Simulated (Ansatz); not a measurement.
An Ansatz (a quantum-chemistry and plane-wave program) input (PBE/PAW in Ansatz, without spin-orbit coupling, earlier PAW set):

Ansatz 0.2 input:
```yaml
crystal:
  lattice:
    - [5.7553012015, 0, 0]
    - [-2.8776506008, 4.9842370469, 0]
    - [0, 0, 4.6545984861]
  atoms:
    - { symbol: Ti, position: [0.8302488745, 0.6604977491, 0.25] }
    - { symbol: Ti, position: [0.1697511255, 0.8302488745, 0.75] }
    - { symbol: Ti, position: [0.3395022509, 0.1697511255, 0.25] }
    - { symbol: Ti, position: [0.1697511255, 0.3395022509, 0.75] }
    - { symbol: Ti, position: [0.8302488745, 0.1697511255, 0.25] }
    - { symbol: Ti, position: [0.6604977491, 0.8302488745, 0.75] }
    - { symbol: Al, position: [0.3333333333, 0.6666666667, 0.25] }
    - { symbol: Al, position: [0.6666666667, 0.3333333333, 0.75] }
basis: { ecutwfc: 420, ecutrho_ratio: 4, xc_grid: 2, fft_grid_basis: typed }
kpoints: { mp_grid: { grid: [10, 10, 10] } }
hamiltonian:
  xc: pbe
  dispersion: none
  pseudopotentials: { azcp: { folder: ./paw }, kind: paw }
scf: { occupations: { method: fermi_dirac, width: 0.05 }, convergence: { dr2_threshold: 0.0000000008 } }
output: { forces: true, stress: true }
checkpoint: { write: state.ck, write_every: 1000 }
```

**Question.** Which symmetry and how many k-points will the program report, and about how many plane waves at Γ?

**Answer.** Space group P63/mmc (ITA 194) with 24 operations, k-points 84 of 1000, and 2667 plane waves at Γ.

No phonon test of stability was made. The final runs are not spin-polarised. The cell is Ti3Al (space group P6_3/mmc, No. 194).
